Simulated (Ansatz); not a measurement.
A self-consistent single point of HfGeTe (P4mm, 6 atoms in the cell) with Ansatz (a first-principles code).

Method of the run: PBEsol, default PAW files made with PBE (plane waves; Ansatz).

```yaml
crystal:
  lattice:
    - [3.74425, 0.00000, 0.00000]
    - [0.00000, 3.74425, 0.00000]
    - [0.00000, 0.00000, 10.17541]
  atoms:
    - { symbol: Hf, position: [0.00000, 0.50000, 0.79650] }
    - { symbol: Hf, position: [0.50000, 0.00000, 0.20841] }
    - { symbol: Ge, position: [0.00000, 0.00000, 0.00000] }
    - { symbol: Ge, position: [0.50000, 0.50000, 0.00000] }
    - { symbol: Te, position: [0.50000, 0.00000, 0.66020] }
    - { symbol: Te, position: [0.00000, 0.50000, 0.33980] }
```

Reference input (self-consistent single point, DFT, PBEsol, plane waves, default PAW files made with PBE): basis.ecutwfc = 420 eV; kpoints.mp_grid.grid = 8 8 3; hamiltonian.xc = pbesol; hamiltonian.pseudopotentials = {kind: paw} (the program's default PAW files); scf.occupations.method = gaussian; scf.occupations.width = 0.1 eV. This run's input differs from it in these lines:

Ansatz 0.2 input:
```diff
@@ -15,3 +15,3 @@
 kpoints:
-  mp_grid: { grid: [8, 8, 3] }
+  mp_grid: { grid: [13, 13, 5] }
 hamiltonian:
@@ -20,3 +20,3 @@
 scf:
-  occupations: { method: gaussian, width: 0.1 eV }
+  occupations: { method: gaussian, width: 0.2 eV }
 output:
```

Output, abridged:

```
SCF iter   1: F=—  HF=-53510.346378 eV  |F-HF|=—  |Δ(HF+E_count)|=         —  Δρ=3.43e-3  dr2=1.77e-2  ethr=1.77e-3  ⟨swp⟩=5.3  Hψ=18732  notcnv=0
all-band conjugate gradients solve this SCF's bands
preconditioner: auto → LDOS
SCF iter   2: F=—  HF=-53510.349853 eV  |F-HF|=—  |Δ(HF+E_count)|=   3.47e-3  Δρ=1.48e-3  dr2=1.14e-2  ethr=1.58e-5  ⟨swp⟩=2.0  Hψ=11179  notcnv=0
SCF iter   3: F=—  HF=-53510.346544 eV  |F-HF|=—  |Δ(HF+E_count)|=   3.31e-3  Δρ=5.15e-4  dr2=1.22e-3  ethr=1.02e-5  ⟨swp⟩=2.0  Hψ=8614  notcnv=0
SCF iter   4: F=—  HF=-53510.346330 eV  |F-HF|=—  |Δ(HF+E_count)|=   2.15e-4  Δρ=1.74e-4  dr2=7.56e-5  ethr=1.09e-6  ⟨swp⟩=2.8  Hψ=10197  notcnv=0
SCF iter   5: F=—  HF=-53510.346320 eV  |F-HF|=—  |Δ(HF+E_count)|=   9.61e-6  Δρ=3.44e-5  dr2=1.50e-6  ethr=6.75e-8  ⟨swp⟩=2.0  Hψ=8611  notcnv=0
SCF iter   6: F=—  HF=-53510.346321 eV  |F-HF|=—  |Δ(HF+E_count)|=   3.10e-7  Δρ=9.24e-6  dr2=1.28e-7  ethr=1.34e-9  ⟨swp⟩=2.0  Hψ=9952  notcnv=0
SCF iter   7: F=-53510.346321 eV  HF=-53510.346321 eV  |F-HF|=1.85e-9  |Δ(HF+E_count)|=   1.04e-7  Δρ=3.12e-6  dr2=1.85e-8  ethr=8.93e-11  ⟨swp⟩=8.6  Hψ=22302  notcnv=0
SCF 1 converged in 7 iterations: F = -53510.346321 eV  dr2 = 1.85e-8
Free energy (F): -53510.346321 eV
Internal energy: -53510.324523 eV  (E = F + TS)
E sigma→0 (E₀):  -53510.335422 eV
Entropy (-TS):   -0.021798 eV (-3.633 meV/atom)
Fermi energy:    13.238391 eV
--- Forces (eV/Å), atoms counted from 1 ---
  atom   1  Hf     0.00000000     0.00000000    -0.77500340
  atom   2  Hf    -0.00000000     0.00000000     0.19444939
  atom   3  Ge     0.00000000     0.00000000     0.19943511
  atom   4  Ge    -0.00000000     0.00000000     0.19943511
  atom   5  Te     0.00000000     0.00000000     0.35761196
  atom   6  Te    -0.00000000     0.00000000    -0.17590711
--- Stress (GPa, compression-positive) ---
       -3.265122       0.000000       0.000000
        0.000000      -3.265122       0.000000
        0.000000       0.000000      -1.171486
  P = ⅓ Tr σ = -2.5672 GPa (-25.672 kbar)
  The stress holds the Pulay correction. Without it, at fixed plane waves, as pw.x and ABINIT print it: P = -2.5997 GPa
```

The run converged in 7 iterations. Against the reference run the free energy drops by 3.5 meV/atom, the pressure hardly changes (-2.55 to -2.57 GPa) and the largest force goes from 0.802 to 0.775 eV/Å.

The starting cell comes from a database of computed structures (which also holds hypothetical and non-ambient phases and stackings), without a prior relaxation at this level. Its lattice was rescaled by up to half a per cent. One atom was moved a little off its site on purpose. Spin-orbit coupling is off. Ansatz's pressure includes its estimate of the finite-basis (Pulay) stress.

Cost on one core of a shared machine: roughly 50 s.
